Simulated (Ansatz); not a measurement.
## VN, element substitutions

Consider VN in the rock salt structure (space group Fm-3m, No. 225; a = 4.117 Å).

Each row replaces one element on all its sites; cell and atoms are relaxed.

All numbers come from plane-wave PAW DFT at the PBE level (Ansatz, a first-principles code, 420 eV), no spin-orbit coupling, earlier PAW set.

```csv
case,density,shortest interatomic distance
base,6.18 g/cm³,2.058 Å
V → Nb,8.22 g/cm³,2.211 Å
V → Ta,15.04 g/cm³,2.208 Å
N → I,5.66 g/cm³,2.966 Å
V → Be,2.96 g/cm³,1.863 Å
```

The magnetic state is the one reached from the starting moments; the real material's order can differ, and small cells can't hold many antiferromagnetic ones. Stability against distortions was not tested. As relaxed here, VI and BeN are hypothetical phases, not in the database extracts checked. Seeded moments were not kept for the base. Spin-polarised in the final run: VI; the other runs are not. An odd electron count without spin: BeN. This is not the structure that TaN has at room temperature and ambient pressure.
